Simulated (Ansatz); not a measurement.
A hypothetical phase is included: elements placed on a structure type, which no database files for this compound.

By PBEsol, the system below comes out a metal.

Without scattering a metal conducts by its projected Fermi surface.

Data:

```
CELL_PARAMETERS angstrom
      4.35105     0.00000     0.00000
     -2.17553     3.76812     0.00000
      2.17553     1.25604     3.55262
ATOMIC_POSITIONS crystal
  Zr 0.50000 0.25000 0.25000
  Zr 0.00000 0.50000 0.50000
```

The cell was relaxed by PBE-D3(BJ).

The current flows along the normal of the first two printed cell vectors, the (111) plane of the conventional cell. No spin-orbit coupling; the value is a mean over 0.1 eV about the Fermi level.

**Question.** State the ballistic conductance per area according to PBEsol (Ansatz, an electronic-structure program).

**Answer.** 0.71 × 10¹⁵ S/m² for both spins.
